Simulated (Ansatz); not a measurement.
## Several settings converged on Cu₃Pd (P4mm, 4 atoms in the cell)

```yaml
crystal:
  lattice:
    - [3.68295, 0.00000, 0.00000]
    - [0.00000, 3.68295, 0.00000]
    - [0.00000, 0.00000, 3.68295]
  atoms:
    - { symbol: Cu, position: [0.01358, 0.50000, 0.50000] }
    - { symbol: Cu, position: [0.50000, 0.00000, 0.50000] }
    - { symbol: Cu, position: [0.50000, 0.50000, 0.00000] }
    - { symbol: Pd, position: [0.00000, 0.00000, 0.00000] }
```

Base method: LDA (PW92), default PAW files made with PBE (plane waves; Ansatz, an electronic-structure program).

Base settings: basis.ecutwfc = 420 eV; kpoints.mp_grid.grid = 9 9 9; hamiltonian.xc = lda; hamiltonian.pseudopotentials = {kind: paw} (the program's default PAW files); scf.occupations.method = fermi_dirac; scf.occupations.width = 0.1 eV.

The count of work is k-points × plane waves × bands × iterations; it is no time. 

**The cutoff for other potential files**

Level: DFT, LDA (PW92), plane waves, harder PAW files (source: ansatz) made with PBE.

In this ladder: hamiltonian.pseudopotentials = {kind: paw, source: ansatz}.

The second cell is the first with its lattice scaled by 0.98.

The mesh stays at the base's, so the ladder's end is converged at best in this setting alone.

The first pressure column holds Ansatz's estimate of the finite-basis (Pulay) stress, which hides part of the cutoff error; the other is without it.

Only quantities that move along the ladder and can be compared are tabulated.

| basis.ecutwfc | free energy less the last step's (meV/atom) | energy of the compressed cell less the first (meV/atom) | pressure (GPa) | pressure without the Pulay estimate (GPa) | largest difference of a force vector from the last step's (eV/Å) | count of work / last |
|---|---|---|---|---|---|---|
| 315 eV | 21224.71 | -26.56 | -12.39 | -1333.63 | 0.897 | 0.092 |
| 385 eV | 4074.05 | -45.89 | -15.09 | -337.27 | 0.075 | 0.13 |
| 490 eV | 257.40 | -20.34 | -9.59 | -40.12 | 0.022 | 0.21 |
| 595 eV | 12.49 | -22.41 | -9.78 | -11.40 | 0.000 | 0.27 |
| 700 eV | 3.66 | -22.46 | -9.79 | -9.84 | 0.000 | 0.35 |
| 840 eV | 2.88 | -22.46 | -9.79 | -9.84 | 0.000 | 0.46 |
| 1050 eV | 0.94 | -22.47 | -9.79 | -9.86 | 0.000 | 0.64 |
| 1400 eV | 0.00 | -22.47 | -9.79 | -9.80 | 0.000 | 1.0 |

Coarsest basis.ecutwfc that holds the forces within 0.01 eV/Å of the last step, with all finer ones: 595 eV, at 0.27 of the last step's count of work; the step before is off by 0.022 eV/Å.

Coarsest basis.ecutwfc that holds the pressure without the Pulay estimate within 1 GPa of the last step, with all finer ones: 700 eV, at 0.35 of the last step's count of work; the step before is off by 1.6 GPa.

Coarsest basis.ecutwfc that holds the free energy within 2 meV/atom of the last step, with all finer ones: 1050 eV; the step before is off by 2.9 meV/atom.

The energy difference between the two cells stays within 1 meV/atom of the last step's from 595 eV on, the total only from 1050 eV on: much of the error is common to both cells and cancels.

At the lowest cutoff the pressure without the Pulay estimate lies 1320 GPa under the last step's, the usual sign of Pulay stress in an incomplete plane-wave basis.

**The density cutoff**

The second cell is the first with its lattice scaled by 0.98.

The mesh stays at the base's, so the ladder's end is converged at best in this setting alone.

Only quantities that move along the ladder and can be compared are tabulated.

| basis.ecutrho_ratio | free energy less the last step's (meV/atom) | energy of the compressed cell less the first (meV/atom) | pressure (GPa) |
|---|---|---|---|
| 2 | -10.96 | -23.48 | -8.83 |
| 3 | -0.27 | -22.22 | -9.73 |
| 4 | 0.00 | -22.28 | -9.75 |
| 5 | 0.00 | -22.28 | -9.75 |
| 6 | 0.00 | -22.28 | -9.75 |
| 8 | 0.00 | -22.28 | -9.75 |
| 10 | 0.00 | -22.28 | -9.75 |
| 12 | 0.00 | -22.28 | -9.75 |
| 16 | 0.00 | -22.28 | -9.75 |

Coarsest basis.ecutrho_ratio that holds the energy of the compressed cell less the first within 0.2 meV/atom of the last step, with all finer ones: 3; the step before is off by 1.2 meV/atom.

Coarsest basis.ecutrho_ratio that holds the pressure within 0.5 GPa of the last step, with all finer ones: 3; the step before is off by 0.92 GPa.

Coarsest basis.ecutrho_ratio that holds the free energy within 2 meV/atom of the last step, with all finer ones: 3; the step before is off by 11 meV/atom.

**The relaxed cell against the cutoff**

On Cu3Pd (Pm-3m, 4 atoms in the cell): atoms on their sites.

In this ladder: relax = cell and atoms.

The mesh stays at the base's, so the ladder's end is converged at best in this setting alone.

Only quantities that move along the ladder and can be compared are tabulated.

| basis.ecutwfc | relaxed volume (Å³/atom) | relaxation steps |
|---|---|---|
| 250 eV | 11.988 | 49 |
| 295 eV | 11.956 | 21 |
| 355 eV | 11.798 | 9 |
| 420 eV | 11.791 | 5 |
| 505 eV | 11.790 | 5 |
| 630 eV | 11.789 | 5 |
| 840 eV | 11.789 | 5 |

Coarsest basis.ecutwfc that holds the relaxed volume within 0.059 Å³/atom of the last step, with all finer ones: 355 eV; the step before is off by 0.17 Å³/atom.

At the lowest cutoff the cell relaxes to a volume 1.7 % larger than at the highest. Ansatz relaxes on a stress corrected for the finite basis.

On the base run: the starting cell comes from a database of computed structures (which also holds hypothetical and non-ambient phases and stackings), without a prior relaxation at this level. Its lattice was rescaled by up to half a per cent. One atom was moved a little off its site on purpose. Spin polarisation is off.

Left out of this page: 1 run of the series failed or unconverged.

Keys are those of Ansatz 0.2.
